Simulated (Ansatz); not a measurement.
System: LiF (model structure, started from the CsCl type, Pm-3m, No. 221, 2 atoms in the cell). Method: r²SCAN+rVV10 (plane waves, PAW; Ansatz, an electronic-structure program).

Numerical settings: plane-wave cutoff 560 eV, 14×14×14 k mesh, Fermi–Dirac smearing 0.01 eV, scalar-relativistic PAW data made under PBE.

Cell (relaxed at this level):

```cif
data_FLi
_chemical_formula_sum 'Li1 F1'
_space_group_name_H-M_alt 'Pm-3m'
_space_group_IT_number 221
_space_group_name_Hall '-P 4 2 3'
_cell_length_a 2.50655
_cell_length_b 2.50655
_cell_length_c 2.50655
_cell_angle_alpha 90.000
_cell_angle_beta 90.000
_cell_angle_gamma 90.000
loop_
_atom_site_label
_atom_site_type_symbol
_atom_site_symmetry_multiplicity
_atom_site_Wyckoff_symbol
_atom_site_fract_x
_atom_site_fract_y
_atom_site_fract_z
_atom_site_occupancy
Li1 Li 1 a 0.00000 0.00000 0.00000 1
F1 F 1 b 0.50000 0.50000 0.50000 1
```

Problem. Estimate the band gap and smallest direct gap on the k points sampled that the calculation returns.

Solution. 
* **band gap**: 8.95 eV (indirect)
* **smallest direct gap on the k points sampled**: 9.70 eV

Note: the relaxation could raise the start's symmetry but not lower it, so the cell can be a saddle point.

Static lattice: no zero-point or thermal effects.

It cost very roughly 5 core-seconds of CPU time.

A model structure was made by putting elements into a prototype or built by hand; it is no filed structure, need not be a known phase, and can be a saddle point held by its symmetry.
